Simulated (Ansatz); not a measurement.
Consider MnSi (space group P2_13, No. 198; ferromagnetic).

```
CELL_PARAMETERS angstrom
      4.47038     0.00000     0.00000
      0.00000     4.47038     0.00000
      0.00000     0.00000     4.47038
ATOMIC_POSITIONS crystal
  Mn 0.13708 0.13708 0.13708
  Mn 0.63708 0.36292 0.86292
  Mn 0.86292 0.63708 0.36292
  Mn 0.36292 0.86292 0.63708
  Si 0.84537 0.84537 0.84537
  Si 0.34537 0.65463 0.15463
  Si 0.15463 0.34537 0.65463
  Si 0.65463 0.15463 0.34537
```

Method: DFT with PBEsol, PAW potentials and a 420 eV plane-wave cutoff in Ansatz (a program for electronic structure), scalar-relativistic without spin-orbit coupling.

For the base:

```
Property                   Value
---------------  ---------------
Band gap                    zero
Space group      P2_13 (No. 198)
Volume per atom         11.17 Å³
```

Modification: every Mn is replaced by Hg; the structure is relaxed again.

Q: What happens to the band gap, space group and volume per atom?

A: The band gap is still zero; the space group becomes Fm-3m (No. 225) (base: P2_13 (No. 198)); the volume per atom increases by 8.86 Å³, from 11.17 Å³ to 20.03 Å³.

Other magnetic orders, which the real material may have, were not ruled out. No phonon test of stability was made. As relaxed here, HgSi is a hypothetical phase, not in the database extracts checked. Spin-polarised in the final run: base; the other runs are not.
